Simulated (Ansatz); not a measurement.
The parent structure is a 9-atom supercell of SnS$_{2}$ in the CdI2 type structure (space group P-3m1, No. 164; a = 3.669 Å, c = 5.808 Å; layered, stacked along the Cartesian z axis) at its relaxed geometry.

Computed with PBE-D3(BJ), PAW, 420 eV (Ansatz, a quantum-chemistry and plane-wave program; spin-orbit coupling left out), earlier PAW set.

One neutral defect a cell, atoms relaxed at fixed cell.

One change was made to it. Results:

The largest displacement of a host atom from its site in the perfect cell comes out as 0.19 Å; the pressure goes from zero to 2.5 GPa.

Problem. Name the change that was made.
(A) S interstitial (started 2.55 Å from the nearest host atom)
(B) Li interstitial (started 2.55 Å from the nearest host atom)
(C) Pb on a S site

Solution. B, Li interstitial (started 2.55 Å from the nearest host atom). For comparison, the largest displacement of a host atom from its site in the perfect cell in the other runs: Pb on a S site gives 0.46 Å; S interstitial (started 2.55 Å from the nearest host atom) gives 0.81 Å.

The magnetic state is the one reached from the starting moments; the real material's order can differ, and small cells can't hold many antiferromagnetic ones. In so small a cell the defect repeats every few ångströms: this is an ordered compound, not a dilute defect. The mesh was chosen for an insulator and is coarse for the gapless case. Seeded moments were not kept for Li interstitial (started 2.55 Å from the nearest host atom), Pb on a S site and S interstitial (started 2.55 Å from the nearest host atom).
